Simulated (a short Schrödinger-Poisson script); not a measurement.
Structure: gated In0.52Al0.48As/In0.53Ga0.47As modulation-doped gas in a quantum well, at 20 K.

| layer | material | thickness (nm) | Nd (cm⁻³) | Na (cm⁻³) |
|---|---|---|---|---|
| 1 | In0.52Al0.48As | 15 | - | - |
| 2 | In0.52Al0.48As | 40 | 1.5e18 | - |
| 3 | In0.52Al0.48As | 40 | - | - |
| 4 | In0.53Ga0.47As | 6 | - | - |
| 5 | In0.52Al0.48As | 4000 | - | 2e14 |

Constants are typed, rounded textbook-type inputs, not results; the design itself was drawn at random and stands for no fabricated device. In0.52Al0.48As: permittivity 12.5, conduction-band edge (eV) 0.52, gap (eV) 1.45, electron mass (mₑ) 0.075, Nv at 300 K (cm⁻³) 1.1e19. In0.53Ga0.47As: permittivity 13.9, conduction-band edge (eV) 0, gap (eV) 0.74, Nv at 300 K (cm⁻³) 7.7e18.

Channel valleys (confinement mass, in-plane density-of-states mass, number): Γ 0.041, 0.041, 1. At the gate the conduction-band edge of layer 1 lies 0.65 eV − eVg above the Fermi level of the channel; the field vanishes at the back. Donor level 0.006 eV below the band edge. The barrier under the gate holds no holes. Gaps are held at their typed values at every temperature. Mesh 0.08 nm at interfaces.

Solved with a short Schrödinger-Poisson script written for these runs: 1D Poisson equation in equilibrium, electrons quantum, Hartree (BenDaniel-Duke, 40 states a valley, the channel's in-plane mass for all, wave functions free to enter the barrier), parabolic valleys, classical holes, donors ionised by Fermi statistics, acceptors fully, no traps, pinning or gate leakage.

**Question.** List the lowest subbands of each valley and their electrons at Vg = 0.4 V.

**Answer.** 
```
valley  subband  energy from the Fermi level (meV)  electrons (cm⁻²)  share (%)
------  -------  ---------------------------------  ----------------  ---------
Γ             0                              -31.9           5.46e11       99.4
Γ             1                                3.7            3.19e9        0.6
Γ             2                               13.2            1.41e7        0.0
```

All electrons: 5.49e11 cm⁻².
